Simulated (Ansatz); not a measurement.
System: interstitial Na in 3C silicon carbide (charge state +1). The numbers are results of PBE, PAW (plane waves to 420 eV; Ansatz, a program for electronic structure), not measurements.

64-site cell at the relaxed PBE lattice, a 2×2×2 k-point mesh shifted by half a step, smearing 0.01 eV, spin-restricted, no finite-size correction. No zero-point or tunnelling terms. The charge state is imposed; whether it is stable for some Fermi level was not computed. Sites that were not tried may lie lower.

Barriers: single points on a 3×3×3 k-point mesh shifted by half a step at the bands' geometries.

Relaxed starting cell (atoms counted from 1):

```yaml
crystal:
  lattice:
    - [8.76000, 0.00000, 0.00000]
    - [0.00000, 8.76000, 0.00000]
    - [0.00000, 0.00000, 8.76000]
  atoms:
    - { symbol: Si, position: [0.00003, 0.99916, 0.99866] }
    - { symbol: Si, position: [0.99719, 0.99630, 0.50291] }
    - { symbol: Si, position: [0.99717, 0.50342, 0.99583] }
    - { symbol: Si, position: [0.00002, 0.50055, 0.50007] }
    - { symbol: Si, position: [0.50431, 0.99627, 0.99579] }
    - { symbol: Si, position: [0.50141, 0.99915, 0.50005] }
    - { symbol: Si, position: [0.50142, 0.50054, 0.99867] }
    - { symbol: Si, position: [0.50431, 0.50342, 0.50293] }
    - { symbol: C, position: [0.11922, 0.11836, 0.38086] }
    - { symbol: C, position: [0.12374, 0.12286, 0.87077] }
    - { symbol: C, position: [0.12373, 0.62843, 0.37634] }
    - { symbol: C, position: [0.12535, 0.62586, 0.87335] }
    - { symbol: C, position: [0.62931, 0.12286, 0.37635] }
    - { symbol: C, position: [0.62677, 0.12447, 0.87333] }
    - { symbol: C, position: [0.62674, 0.62585, 0.37475] }
    - { symbol: C, position: [0.62591, 0.62503, 0.87417] }
    - { symbol: Si, position: [0.98474, 0.24986, 0.24938] }
    - { symbol: Si, position: [0.99796, 0.24985, 0.74937] }
    - { symbol: Si, position: [0.99796, 0.74986, 0.24936] }
    - { symbol: Si, position: [0.00032, 0.74985, 0.74938] }
    - { symbol: Si, position: [0.51679, 0.24984, 0.24938] }
    - { symbol: Si, position: [0.50348, 0.24984, 0.74935] }
    - { symbol: Si, position: [0.50349, 0.74984, 0.24936] }
    - { symbol: Si, position: [0.50113, 0.74983, 0.74936] }
    - { symbol: C, position: [0.11922, 0.38135, 0.11785] }
    - { symbol: C, position: [0.12373, 0.37683, 0.62795] }
    - { symbol: C, position: [0.12373, 0.87126, 0.12238] }
    - { symbol: C, position: [0.12535, 0.87383, 0.62538] }
    - { symbol: C, position: [0.62932, 0.37683, 0.12238] }
    - { symbol: C, position: [0.62675, 0.37522, 0.62536] }
    - { symbol: C, position: [0.62675, 0.87383, 0.12399] }
    - { symbol: C, position: [0.62590, 0.87464, 0.62455] }
    - { symbol: Si, position: [0.25072, 0.98382, 0.24933] }
    - { symbol: Si, position: [0.25073, 0.99708, 0.74936] }
    - { symbol: Si, position: [0.25073, 0.51587, 0.24941] }
    - { symbol: Si, position: [0.25072, 0.50260, 0.74936] }
    - { symbol: Si, position: [0.75074, 0.99709, 0.24936] }
    - { symbol: Si, position: [0.75073, 0.99944, 0.74934] }
    - { symbol: Si, position: [0.75074, 0.50262, 0.24936] }
    - { symbol: Si, position: [0.75073, 0.50025, 0.74937] }
    - { symbol: C, position: [0.38226, 0.11829, 0.11780] }
    - { symbol: C, position: [0.37770, 0.12286, 0.62794] }
    - { symbol: C, position: [0.37771, 0.62841, 0.12240] }
    - { symbol: C, position: [0.37610, 0.62586, 0.62536] }
    - { symbol: C, position: [0.87216, 0.12287, 0.12239] }
    - { symbol: C, position: [0.87472, 0.12447, 0.62536] }
    - { symbol: C, position: [0.87470, 0.62588, 0.12398] }
    - { symbol: C, position: [0.87552, 0.62504, 0.62457] }
    - { symbol: Si, position: [0.25071, 0.24985, 0.98331] }
    - { symbol: Si, position: [0.25071, 0.24986, 0.51539] }
    - { symbol: Si, position: [0.25073, 0.74984, 0.99662] }
    - { symbol: Si, position: [0.25073, 0.74985, 0.50211] }
    - { symbol: Si, position: [0.75074, 0.24984, 0.99661] }
    - { symbol: Si, position: [0.75073, 0.24985, 0.50211] }
    - { symbol: Si, position: [0.75072, 0.74985, 0.99894] }
    - { symbol: Si, position: [0.75073, 0.74984, 0.49979] }
    - { symbol: C, position: [0.38224, 0.38138, 0.38090] }
    - { symbol: C, position: [0.37771, 0.37683, 0.87077] }
    - { symbol: C, position: [0.37770, 0.87127, 0.37632] }
    - { symbol: C, position: [0.37612, 0.87381, 0.87336] }
    - { symbol: C, position: [0.87216, 0.37684, 0.37633] }
    - { symbol: C, position: [0.87471, 0.37523, 0.87336] }
    - { symbol: C, position: [0.87471, 0.87383, 0.37475] }
    - { symbol: C, position: [0.87553, 0.87467, 0.87416] }
    - { symbol: Na, position: [0.25085, 0.24983, 0.24931] }
```
Cell charge +1.

End state 1 differs by these moves (Å; atoms that move under 0.08 Å are left out):

```csv
atom,element,Δx,Δy,Δz
6,Si,0.12,-0.12,0.12
9,C,0.02,0.06,-0.06
17,Si,0.13,0.01,-0.01
21,Si,-0.01,0.13,-0.13
25,C,0.06,-0.06,0.06
32,C,0.07,-0.07,0.07
33,Si,-0.13,0.01,-0.13
35,Si,-0.01,-0.13,-0.01
41,C,-0.06,0.06,0.02
49,Si,-0.01,0.01,0.13
50,Si,-0.13,0.13,-0.01
57,C,-0.06,-0.02,-0.06
65,Na,1.10,-1.10,1.10
```

**Question.** What forward and backward barriers to end state 1 does PBE, PAW give?

**Answer.** forward 1.89 eV, backward 1.44 eV; at the saddle point atom 65 has neighbours 3 C at 1.98; 3 Si at 2.11 Å. The program found a first-order saddle point.
